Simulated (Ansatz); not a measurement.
# NaF: energy against strain

NaF (rock salt, Fm-3m, 12.399 Å³/atom at rest, cube axes along x, y and z) under a strain ε along a cube axis (axis z), the other axes held. PBEsol in Ansatz, a plane-wave DFT program (PAW, default set), 420 eV, 12×12×12 Γ-centred mesh, Fermi-Dirac smearing 0.05 eV; ions are relaxed within the symmetry of each cell.

Here s stands for strain and y for E less E0.

| strain (%) | E less E0 (meV/atom) |
|---|---|
| -1.50 | 0.95 |
| -1.00 | 0.42 |
| -0.50 | 0.11 |
| 0.00 | 0.00 |
| 0.50 | 0.11 |
| 1.00 | 0.39 |
| 1.50 | 0.84 |
| 3.00 | ? |

Taking a parabola for y over the 7 complete rows: Least squares gives y = 0.008 - 0.0279·s + 0.3948·s². Residuals (row less fit): 0.012, -0.011, -0.011, -0.008, 0.017, 0.015, -0.014; standard error 0.017 (degrees of freedom: 4). Twice the quadratic coefficient over the volume, 2 × 0.3948 meV × 10⁴ × 0.1602 / 12.399 Å³, is the elastic constant C11 = 102 ± 1.9 GPa.

Task: Estimate the missing y (s = 3.00); what did the run itself give?

Result: y = 0.008 - 0.0279 × 3.0 + 0.3948 × 3.0² = 3.477 meV/atom. The calculation gives 3.10 meV/atom, 0.377 meV/atom below the prediction (12.2 % of the range of y in the table). The row lies outside the fitted rows, so this is an extrapolation. From the scatter of the fitted rows alone, a prediction at this place has a standard error of 0.065 meV/atom, so the miss is 5.8 times that.

One order more, fitted to all 13 runs of the series, follows each within 0.01, so the miss is the next term of a smooth law. Rows are the converged runs of the series near zero and its far end; series whose fitted rows scatter by over a few per cent of the range, as at a crossing or softening among them, aren't shown in this form. Most that stay on the fit to the last digits aren't either.
